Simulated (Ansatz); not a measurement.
Amorphous silicon oxynitride (Si27O24N20), 71 atoms at 2.71 g/cm³, one PBE-relaxed geometry, zone centre. Methods: PBE, scalar-relativistic without spin-orbit coupling (Ansatz, a first-principles code); r2SCAN, scalar-relativistic without spin-orbit coupling (Ansatz); HSE06, scalar-relativistic without spin-orbit coupling (Ansatz). Plane waves to 420 eV (r2SCAN 500 eV); exact exchange is cut at the cell's faces. At PBE the levels at the filled edge of the gap are localised (band-tail or defect states), and the nearest spread-out levels lie 3.9 eV apart at the zone centre. The higher rungs were started with moments on some atoms, which died out.

The cell was made by melting and quenching with the CHGNet potential and then relaxed with DFT. O and N atoms were pushed apart under 1.9 Å during the dynamics, to hinder bonds among them. The hot cell started wider than the set density and was brought back towards it in steps. It is the lowest in DFT energy of 2 quenches. It is a model cell: composition and starting density were chosen by hand, and all elements were melted together. No dispersion term was used. Its density started from a set value of 2.71 and ended at 2.71 g/cm³. Cooling (nominally 150 K/ps over its main leg) ran many orders faster than in experiment, which tends to leave more defects and strain. A cell of this size samples the disorder only roughly. The volume was held where the preparation left it and the shape relaxed, at a PBE pressure of 5.5 GPa. Stress components on the final sampling reach 5.6 GPa.

The relaxation ran on the zone centre alone. At PBE the level gap is 3.29 eV on a 2×2×2 Γ-centred mesh, and the spacing at the zone centre alone 3.32 eV.

Task: What zone-centre spacing does r2SCAN give, roughly?

Result: 3.80 eV (+0.48 eV against PBE).

Task: What zone-centre spacing does HSE06 give, roughly?

Result: 4.74 eV (+1.42 eV against PBE).

The highest filled and the lowest empty state spread over these numbers of atoms (participation numbers): PBE: 4.9 and 50.0; r2SCAN: 4.7 and 50.7; HSE06: 4.5 and 50.8.
